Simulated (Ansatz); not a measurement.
AlB2-type MgB2, treated with r²SCAN (PAW; Ansatz, a program for electronic structure).

Numerical settings: plane-wave cutoff 500 eV, 18×18×12 k mesh (along the axes of the cell as run), Fermi–Dirac smearing 0.05 eV, scalar-relativistic PAW data made under PBE.

Computed at the level's own relaxed cell.

Q: Predict the equilibrium volume per atom, equilibrium lattice constant a and lattice parameter c.

A: 
* **equilibrium volume per atom**: 9.54 Å³/atom
* **equilibrium lattice constant a**: 3.069 Å
* **lattice parameter c**: 3.510 Å

Measured, for comparison: lattice constant a 3.083 Å, lattice parameter c 3.521 Å (300 K, no zero-point or thermal correction; as tabulated in Loa et al. (2002), arXiv:cond-mat/0206051). Computed (rounded) less measured: lattice constant a -0.5 %, lattice parameter c -0.3 %. A static lattice is as a rule a little smaller and stiffer than an uncorrected measurement, which can account for part of this.

Static lattice: no zero-point or thermal effects.
